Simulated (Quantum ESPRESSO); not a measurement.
σxx against uniaxial strain in CsCl-type RuAl (space group 221): C11 (Quantum ESPRESSO, PBEsol)

```xyz
2
Lattice="2.9311 0.0000 0.0000 0.0000 2.9758 0.0000 0.0000 0.0000 2.9758" Properties=species:S:1:pos:R:3 pbc="T T T"
Al     1.4656     1.4879     1.4879
Ru     0.0000     0.0000     0.0000
```

Method of the run: PBEsol, GBRV 1.5 ultrasoft (PBESOL) pseudopotentials (plane waves; Quantum ESPRESSO). Settings: ecutwfc = 52 Ry; ecutrho = 416 Ry; occupations = smearing; smearing = fd; degauss = 0.0036749 Ry; potentials = {Al: al_pbesol_v1.uspp.F.UPF, Ru: ru_pbesol_v1.2.uspp.F.UPF}; K_POINTS = automatic 22 22 22 0 0 0; conv_thr = 1e-10 Ry. The cell above is the first row's. The rows stretch one cube axis (x) by the strain ε and hold the other two. Stress is positive in tension. In all rows fractional positions and the k mesh are held.

| ε (%) | σxx (GPa) |
|---|---|
| -1.5 | ? |
| -1.0 | -3.49 |
| -0.5 | -1.70 |
| 0.0 | 0.02 |
| 0.5 | 1.67 |
| 1.0 | 3.27 |
| 1.5 | 4.82 |
| 2.0 | 6.30 |

**Question.** Using a parabola, estimate the missing σxx at ε = -1.5 from the other rows, showing the fit.

**Answer.** Least squares gives σxx = 0.014 + 3.3805·ε - 0.1190·ε². Residuals (row less fit): -0.004, 0.006, 0.006, -0.005, -0.005, 0.003, 0.001; standard error 0.006 (degrees of freedom: 4). The slope at ε = 0, 3.3805 GPa per cent, gives C11 ≈ 100 × 3.3805 = 338 GPa, for the static lattice. At the withheld row, σxx = 0.014 + 3.3805 × (-1.5) - 0.1190 × (-1.5)² = -5.324 GPa. The calculation gives -5.34 GPa, 0.016 GPa below the prediction (0.1 % of the range of σxx in the table). The row lies outside the fitted rows, so this is an extrapolation. From the scatter of the fitted rows alone, a prediction at this place has a standard error of 0.011 GPa, so the miss is 1.4 times that.

Carrying the step between the two nearest rows on in a straight line would have given -5.28, off by 0.06; series whose last step already gives the withheld value aren't shown. The reference cell has the volume at which an earlier scan in this program and functional put its minimum by a fit. The runs keep the symmetry of the cell, so they don't test it for distortions. The unstrained cell stands at a pressure of -0.02 GPa, and the constants belong to that pressure. By symmetry this strain leaves no force on the atoms; the largest in the rows is 0.000 eV/Å. Spin polarisation is off. Without a gap such slopes are sensitive to mesh and smearing. Cutoffs and mesh are single choices, not tested for convergence of this quantity. Series with a scatter that would blur these digits, or in which a gap closes, are not shown. Strain series were run only where this level's volume lies within 10 % of a first guess from the measured size.
